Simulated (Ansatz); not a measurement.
# TaN under a change: N → Br

Take TaN in the rock salt structure (space group Fm-3m, No. 225; a = 4.375 Å) as the base.

Modification: every N is replaced by Br, then cell and atoms are relaxed.

The values are results of PBEsol (Ansatz, a quantum-chemistry and plane-wave program, PAW, no spin-orbit coupling), earlier PAW set, not measurements. Γ-centred 15×15×15 mesh, Fermi–Dirac width 0.05 eV, for the changed cell.

| quantity | base | changed | shift |
|---|---|---|---|
| density | 15.47 g/cm³ | 11.37 g/cm³ | -4.094 g/cm³ |
| lattice parameter a | 4.375 Å | 5.341 Å | +0.966 Å |
| band gap | zero | zero | – |

Cost of the whole job for the changed cell (relaxation, final SCF and bands): about 40 core-seconds (a rough figure).

No phonon test of stability was made. As relaxed here, TaBr is a hypothetical phase, not in the database extracts checked. No Hubbard U is applied, and correlation can decide whether such a compound is a metal. The final runs are not spin-polarised. TaBr has a high density of states at the Fermi level and may be magnetic at this level. This is not the structure that TaN has at room temperature and ambient pressure.
